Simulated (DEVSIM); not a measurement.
abrupt Si n-p junction

System: abrupt Si n-p junction, at 350 K.

```
layer (left to right)  material  thickness (μm)  Nd (cm⁻³)  Na (cm⁻³)   τn (s)   τp (s)
---------------------  --------  --------------  ---------  ---------  -------  -------
1                            Si           0.760     2.5e17          -  0.00053  0.00053
2                            Si             240          -     8.2e17  0.00053  0.00053
```

Left contact: ohmic. Right contact: ohmic. Voltage is applied to the left contact. Recombination: SRH at mid-gap, radiative, Auger. Gap narrowing is on: ΔEg = 6.92 meV × (l + √(l² + 0.5)), l = ln(N/1.3e17 cm⁻³), shared equally by both band edges. Mobility is μmin + (μ − μmin)/(1 + (N/Nref)^α).

The device is made up for the run: typed textbook-type constants, with dimensions and the other settings drawn at random. Values at 300 K; Nc and Nv go as T^1.5, mobilities as T to minus their exponent, the gap by Varshni's rule with the affinity fixed.

```tsv
parameter	Si
gap (eV)	1.124
affinity (eV)	4.05
permittivity	11.7
Nc (cm⁻³)	2.86e19
Nv (cm⁻³)	3.1e19
μn (cm²/Vs)	1417
μp (cm²/Vs)	470
μn,min	52
μp,min	45
Nref,n	9.7e16
Nref,p	2.2e17
αn	0.68
αp	0.72
T exponent of μn	2.3
T exponent of μp	2.2
B (cm³/s)	4.7e-15
Cn (cm⁶/s)	2.8e-31
Cp (cm⁶/s)	9.9e-32
Varshni α (eV/K)	0.000473
Varshni β (K)	636
```

Simulated with DEVSIM: 1D drift-diffusion, Boltzmann statistics, complete ionisation; no tunnelling, impact ionisation, image-force lowering or self-heating.

The potential step across the device at zero bias is 0.825 V, the largest field in the device at zero bias is 210000 V/cm and the dark forward voltage at 1 A/cm² is 0.557 V. The dark forward voltage at 100 A/cm² comes out as 0.840 V.

Dark forward current:

```json
[
 {"V (V)": "-0.05", "J (A/cm²)": "-4.4e-8"},
 {"V (V)": "-0.10", "J (A/cm²)": "-2.8e-7"},
 {"V (V)": "-0.15", "J (A/cm²)": "-1.5e-6"},
 {"V (V)": "-0.20", "J (A/cm²)": "-7.8e-6"},
 {"V (V)": "-0.30", "J (A/cm²)": "-0.00021"},
 {"V (V)": "-0.35", "J (A/cm²)": "-0.0011"},
 {"V (V)": "-0.40", "J (A/cm²)": "-0.0059"},
 {"V (V)": "-0.45", "J (A/cm²)": "-0.031"},
 {"V (V)": "-0.50", "J (A/cm²)": "-0.16"},
 {"V (V)": "-0.55", "J (A/cm²)": "-0.81"},
 {"V (V)": "-0.60", "J (A/cm²)": "-3.7"},
 {"V (V)": "-0.70", "J (A/cm²)": "-29"},
 {"V (V)": "-0.75", "J (A/cm²)": "-52"},
 {"V (V)": "-0.80", "J (A/cm²)": "-78"},
 {"V (V)": "-0.85", "J (A/cm²)": "-110"},
 {"V (V)": "-0.90", "J (A/cm²)": "-140"},
 {"V (V)": "-0.95", "J (A/cm²)": "-170"},
 {"V (V)": "-1.05", "J (A/cm²)": "-230"},
 {"V (V)": "-1.10", "J (A/cm²)": "-270"},
 {"V (V)": "-1.15", "J (A/cm²)": "-300"},
 {"V (V)": "-1.20", "J (A/cm²)": "-340"},
 {"V (V)": "-1.25", "J (A/cm²)": "-370"},
 {"V (V)": "-1.30", "J (A/cm²)": "-410"},
 {"V (V)": "-1.35", "J (A/cm²)": "-440"},
 {"V (V)": "-1.45", "J (A/cm²)": "-520"},
 {"V (V)": "-1.50", "J (A/cm²)": "-560"},
 {"V (V)": "-1.55", "J (A/cm²)": "-590"},
 {"V (V)": "-1.60", "J (A/cm²)": "-630"}
]
```
